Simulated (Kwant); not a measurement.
Model: Hückel tight-binding model, one pz orbital an atom, one spin, coherent transport at 0 K (Kwant). Conductance is in e²/h.

System: π system c1cc2cccc3c4cccc5cccc(c(c1)c23)c54 between two chain leads. The π system is taken as planar. Atoms are numbered from 0 in the order of the SMILES. Site energies (eV, carbon 0): [0.0, 0.0, 0.0, 0.0, 0.0, 0.0, 0.0, 0.0, 0.0, 0.0, 0.0, 0.0, 0.0, 0.0, 0.0, 0.0, 0.0, 0.0, 0.0, 0.0]. Bonds (i, j, β in eV): (0,1,-3) (1,2,-3) (2,3,-3) (3,4,-3) (4,5,-3) (5,6,-3) (6,7,-3) (7,8,-3) (8,9,-3) (9,10,-3) (10,11,-3) (11,12,-3) (12,13,-3) (13,14,-3) (14,15,-3) (15,16,-3) (16,17,-3) (16,18,-3) (15,19,-3) (17,0,-3) (18,2,-3) (18,6,-3) (19,7,-3) (19,11,-3). Leads: chains of hopping −4.5 eV, joined by −0.9 eV to atoms 0 and 4.

Site energies and bond integrals are typed Hückel values.

Sweep values stay those of the base run.

One input was changed, with this effect: transmission at E = 0 < 1e-12 → 0.0064.

Q: Which change was it?
A. contacts moved from atoms [0, 4] to [1, 10]
B. contacts moved from atoms [0, 4] to [0, 8]
C. contacts moved from atoms [0, 4] to [0, 1]
D. contacts moved from atoms [0, 4] to [0, 10]
E. contacts moved from atoms [0, 4] to [5, 17]
F. contacts moved from atoms [0, 4] to [0, 3]

A: C, contacts moved from atoms [0, 4] to [0, 1]
